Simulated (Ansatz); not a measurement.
We consider Ge (model structure, I-43m, No. 217, 23 atoms in the cell), described by r²SCAN+rVV10 (plane waves, PAW; Ansatz, a program for electronic structure).

Settings: plane-wave cutoff 560 eV, 6×6×6 k mesh, Fermi–Dirac smearing 0.01 eV, scalar-relativistic PAW data made under PBE.

Cell (relaxed at this level):

Space group I-43m (No. 217); a = b = c = 10.447 Å, α = β = γ = 90.00°

| atom | site | symmetry | x | y | z |
|---|---|---|---|---|---|
| Ge | 2a | -43m | 0.0000 | 0.0000 | 0.0000 |
| Ge | 8c | .3m | 0.1355 | 0.1355 | 0.1355 |
| Ge | 12d | -4.. | 0.0000 | 0.2500 | 0.5000 |
| Ge | 24g | ..m | 0.0847 | 0.0847 | 0.3557 |
(The calculation used a cell of 23 atoms; values per cell refer to that cell.)

Q: Give the computed band gap and direct gap at Γ.

A: 
* **band gap**: 1.27 eV (on the SCF k mesh)
* **direct gap at Γ**: 2.01 eV

Note: the relaxation could raise the start's symmetry but not lower it, so the cell can be a saddle point.

Spin–orbit coupling is not included.

Static lattice: no zero-point or thermal effects.

Computing time: around 27 core-minutes (rough).

A model structure was made by putting elements into a prototype or built by hand; it is no filed structure, need not be a known phase, and can be a saddle point held by its symmetry.
